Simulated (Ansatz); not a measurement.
TaSi2 under a change: strain tensor (xx, yy, zz, yz, xz, xy) = (+0.41, +0.01, −1.55, −0.14, +0.46, −1.05) %

The reference is TaSi2 (space group P6_222, No. 180; a = 4.776 Å, c = 6.563 Å). Axes: x lies along a and z along c of the hexagonal cell.

Modification: the symmetric strain tensor [0.0041 -0.0104 0.0046; -0.0104 0.0001 -0.0014; 0.0046 -0.0014 -0.0155]; the atoms relax in the strained cell.

Method: Ansatz (a first-principles code), r2SCAN, PAW, cutoff 500 eV, no spin-orbit coupling. Γ-centred 11×11×7 mesh, Fermi–Dirac width 0.05 eV.

The volume per atom shrinks by 0.166 Å³ (14.40 Å³ → 14.24 Å³) and the space group changes from P6_222 (No. 180) to P1 (No. 1). The shortest interatomic distance decreases by 0.037 Å, from 2.550 Å to 2.513 Å and the energy grows by 8.9 meV/atom. The pressure (mean of the normal stresses, compression positive) goes from zero to 3.0 GPa and the band gap is still zero. The stress (xx, yy, zz, yz, xz, xy; compression positive) comes out as (0.1, 1.2, 7.7, 0.4, -1.4, 3.2) GPa (rough).

Cost of the whole job for the changed cell (relaxation, final SCF and bands): around 27 core-minutes (rough).

Without a gap, meshes like the base's 11×11×7 leave anisotropic stresses uncertain by several tenths of a GPa, and small strain energies with them. No phonon test of stability was made. The final runs are not spin-polarised. An odd electron count without spin: TaSi2.
